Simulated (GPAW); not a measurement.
Band structure of Li3In2 (R-3m, 5 atoms in the cell).

```yaml
crystal:
  lattice:
    - [2.32657, 1.34325, 4.78921]
    - [-2.32657, 1.34325, 4.78921]
    - [0.00000, -2.68649, 4.78921]
  atoms:
    - { symbol: Li, position: [0.59568, 0.59568, 0.59568] }
    - { symbol: Li, position: [0.40432, 0.40432, 0.40432] }
    - { symbol: Li, position: [0.00000, 0.00000, 0.00000] }
    - { symbol: In, position: [0.20689, 0.20689, 0.20689] }
    - { symbol: In, position: [0.79311, 0.79311, 0.79311] }
```

Method of the run: PBEsol, GPAW PAW datasets PBEsol (made by gpaw-setup) (plane waves; GPAW).

Settings: mode = pw; ecut = 600 eV; xc = PBEsol; kpts = 7 7 7; mesh shift (steps) = 0 0 0; occupations.name = methfessel-paxton; occupations.width = 0.2 eV; occupations.order = 0; nbands = -12; convergence.density = 1e-05 e/electron; symmetry.symmorphic = false; symmetry.tolerance = 0.0005; maxiter = 100; bandpath_npoints = 50.

The starting cell comes from a database of computed structures (which also holds hypothetical and non-ambient phases and stackings), without a prior relaxation at this level. Its lattice was rescaled by a random factor within 2.5 % of one.

Levels in eV from the Fermi level, bands 11 to 18:
```tsv
point	11	12	13	14	15	16	17	18
Γ	-8.34	-1.87	-0.83	0.66	0.66	1.68	2.41	2.41
L	-6.51	-5.46	-1.79	-0.81	0.98	1.17	1.27	1.65
Z	-7.89	-4.71	0.64	0.64	1.38	1.38	1.81	3.76
F	-6.44	-4.83	-2.57	-1.87	-1.71	1.33	5.14	5.63
P1	-6.54	-4.88	-3.01	-1.61	-0.49	1.50	3.45	4.43
P	-6.54	-4.88	-3.01	-1.61	-0.49	1.50	3.45	4.43
```

Bands cross the Fermi level along this path, so the cell is metallic at this level.
